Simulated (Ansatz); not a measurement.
## C on the Si site (6H silicon carbide host)

All values below come from PBE, PAW (plane waves to 420 eV; Ansatz, a quantum-chemistry and plane-wave program). The supercell holds 144 host sites (3×2×1 repeats of a cell of 24 atoms), with a 2×2×1 shifted k-point sampling for the final energies. Site at the start: the Si(k) site. Energies of charged states are corrected for periodic images (point charge plus alignment at distant sites). Dielectric constants: PBE linear response of the host. Host gap at this level: 2.01 eV. Finite-size and sampling errors can reach tenths of an eV here. The semilocal functional narrows the gap, so deep levels can fall outside it. Spin–orbit coupling is left out. Each state is the lowest found from its start.

Formation energies E_f are given with the Fermi level at the valence-band maximum. Chemical conditions: C-rich (Δμ(C) = 0.00 eV, Δμ(Si) = -0.41 eV; only phases computed here count, gases as isolated molecules at 0 K); Si-rich (Δμ(C) = -0.41 eV, Δμ(Si) = 0.00 eV; only phases computed here count, gases as isolated molecules at 0 K). Reference phases: C: graphite, Si: silicon.

Charges with a result: +1, 0, −1. Others weren't obtained, and one of them could lie lower, also by skipping a charge.

| charge | moment (μB) | largest move off a lattice site (Å) | image correction with alignment (eV) | E_f, C-rich (eV) | E_f, Si-rich (eV) |
|---|---|---|---|---|---|
| +1* | quenched | 0.24 | – | – | – |
| 0 | not spin-polarised | 0.24 | 0.00 | 3.16 | 3.98 |
| −1* | fractional | 0.24 | – | – | – |

* At this level the carrier isn't localised at the defect: at charge +1 holes occupy the valence band; at charge −1 electrons occupy the conduction band. Such a state is shallow or no state of the defect, and this cell gives it no level.

Starting moments that weren't kept: charge +1 began with 1 μB and ended with 0.0.

No other site or start that was run ended lower by more than 0.1 eV.

Flagged in the runs: a doubtful potential alignment, a host whose relaxation on this sampling wasn't shown to rest.
